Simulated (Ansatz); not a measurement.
Short convergence ladders for Sr₃BiN (Pm-3m, 5 atoms in the cell)

```yaml
crystal:
  lattice:
    - [5.20876, 0.00000, 0.00000]
    - [0.00000, 5.20876, 0.00000]
    - [0.00000, 0.00000, 5.20876]
  atoms:
    - { symbol: Sr, position: [0.50000, 0.50000, 0.00000] }
    - { symbol: Sr, position: [0.00000, 0.50000, 0.50000] }
    - { symbol: Sr, position: [0.50000, 0.00000, 0.50000] }
    - { symbol: Bi, position: [0.00000, 0.00000, 0.00000] }
    - { symbol: N, position: [0.50000, 0.50000, 0.50000] }
```

Base method: LDA (PW92), default PAW files made with PBE (plane waves; Ansatz, a quantum-chemistry and plane-wave program).

Base settings: basis.ecutwfc = 420 eV; kpoints.mp_grid.grid = 5 5 5; hamiltonian.xc = lda; hamiltonian.pseudopotentials = {kind: paw} (the program's default PAW files); scf.occupations.method = fermi_dirac; scf.occupations.width = 0.01 eV.

The count of work is k-points × plane waves × bands × iterations; it is no time. 

**Zone-centre phonons against the mesh**

In this ladder: scf.occupations.method = fixed; scf.occupations.width = default; phonons.method = dfpt; phonons.dielectric = true; phonons.rigid_motions = translations.

Frequencies are those of the unrelaxed cell, without the LO-TO term of polar crystals.

Only quantities that move along the ladder and can be compared are tabulated.

| kpoints.mp_grid.grid | highest zone-centre frequency (cm⁻¹) | lowest optical frequency (cm⁻¹) |
|---|---|---|
| 2 2 2 | 133.2 | -11.9 |
| 3 3 3 | 179.7 | 16.8 |
| 4 4 4 | 206.9 | 52.1 |
| 6 6 6 | 212.9 | 60.9 |
| 8 8 8 | 213.2 | 62.5 |
| 9 9 9 | 213.2 | 62.8 |

Coarsest kpoints.mp_grid.grid that holds the highest zone-centre frequency within 2 cm⁻¹ of the last step, with all finer ones: 6 6 6; the step before is off by 6.2 cm⁻¹.

Coarsest kpoints.mp_grid.grid that holds the lowest optical frequency within 1 cm⁻¹ of the last step, with all finer ones: 8 8 8; the step before is off by 1.9 cm⁻¹.

**The dielectric constant against the mesh**

In this ladder: scf.occupations.method = fixed; scf.occupations.width = default; dielectric = true; dielectric.field_mesh = kpoints.

Only quantities that move along the ladder and can be compared are tabulated.

```csv
kpoints.mp_grid.grid,largest Born charge (mean of the diagonal) (e),mean ε∞
2 2 2,5.584,11.068
3 3 3,4.601,10.370
4 4 4,4.534,10.921
5 5 5,4.537,11.303
6 6 6,4.547,11.639
8 8 8,4.557,12.148
9 9 9,4.559,12.352
12 12 12,4.560,12.825
```

Coarsest kpoints.mp_grid.grid that holds the largest Born charge (mean of the diagonal) within 0.05 e of the last step, with all finer ones: 3 3 3; the step before is off by 1.0 e.

Coarsest kpoints.mp_grid.grid that holds the mean ε∞ within 0.2 : not settled: the last two steps still differ by 0.47 , over half the tolerance, so the ladder does not show it.

The dielectric constant is not shown to be converged to 2 % within this ladder.

**The size of a vacancy's supercell**

On Sr3BiN (Pm-3m, 10 atoms in the cell), and larger cells.

Steps: 2 x 1 x 1 supercell, one N atom taken out, nothing relaxed; 2 x 2 x 1 supercell, one N atom taken out, nothing relaxed; and so on, with the mesh thinned in proportion.

Only quantities that move along the ladder and can be compared are tabulated.

```tsv
atoms	energy of the cell with the vacancy less the whole one (holds the removed atom on the program's zero: only its change counts) (eV)	count of work / last
10	376.917	0.19
20	376.912	0.56
40	376.739	1.0
```

Smallest size that holds the energy of the cell with the vacancy less the whole one (holds the removed atom on the program's zero: only its change counts) within 0.1 eV: not settled: the last two steps still differ by 0.17 eV, over half the tolerance, so the ladder does not show it.

On the base run: the starting cell comes from a database of computed structures (which also holds hypothetical and non-ambient phases and stackings), without a prior relaxation at this level. Its lattice was rescaled by up to half a per cent.

Left out of this page: 3 runs of the series stopped by limits of time or memory.

Keys are those of Ansatz 0.2.
